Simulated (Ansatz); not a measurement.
Input:

```yaml
crystal:
  lattice:
    - [3.22291, 0.00000, 0.00000]
    - [0.00000, 3.22291, 0.00000]
    - [1.61145, -1.61145, 2.22933]
  atoms:
    - { symbol: B, position: [0.00000, 0.00000, 0.00000] }
    - { symbol: P, position: [0.75000, 0.75000, 0.50000] }
```

No spin polarisation.

Level of theory: Kohn–Sham DFT with the LDA functional, run in Ansatz (a program for electronic structure) with PAW and 420 eV plane waves, scalar-relativistic without spin-orbit coupling. k-mesh 13×13×13 (Γ-centred); smearing 0.05 eV (Fermi–Dirac).

Q: Predict the valence-band top at Γ and pressure.

A: The valence-band top at Γ (three highest levels, from the VBM) comes out as 0.00, -0.21, -0.21 eV and the pressure (mean of the normal stresses, compression positive) is -3.83 GPa.

The levels and masses belong to the bands next to the band gap. The cells carry an imposed strain or load. Whether these cells are dynamically stable was not tested. The cell was made from BP in the zinc blende structure (space group F-43m, No. 216) by this change: biaxial strain +1.50 %, plane normal [001], relaxed out of plane.
